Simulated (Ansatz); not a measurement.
# Rb2InAgCl6 (space group Fm-3m, No. 225; a cell from a computed database, its experimental status unchecked)

```
Rb2InAgCl6
1.0
    0.00000     5.15422     5.15422
    5.15422     0.00000     5.15422
    5.15422     5.15422     0.00000
Rb In Ag Cl
2 1 1 6
Direct
  0.75000   0.75000   0.75000
  0.25000   0.25000   0.25000
  0.00000   0.00000   0.00000
  0.50000   0.50000   0.50000
  0.75545   0.24455   0.24455
  0.24455   0.75545   0.75545
  0.24455   0.75545   0.24455
  0.75545   0.24455   0.75545
  0.24455   0.24455   0.75545
  0.75545   0.75545   0.24455
```

Level of theory: PBEsol/PAW in Ansatz (a quantum-chemistry and plane-wave program), scalar-relativistic without spin-orbit coupling. k-mesh 6×6×6 (Γ-centred); smearing 0.05 eV (Fermi–Dirac).

| Property | Result |
|---|---|
| Volume per atom | 27.39 Å³ |
| Density | 3.68 g/cm³ |
| Band gap | 0.77 eV, direct at Γ |
| Electron mass | 0.26 mₑ |
| Lowest conduction-band minima above the VBM | Γ 0.77 eV |
| Total energy | -2585.997 eV/atom (σ→0; compares only within this code and set-up) |

Masses are band curvatures over ±0.01 Å⁻¹ around the edge. No phonon test of stability was made.
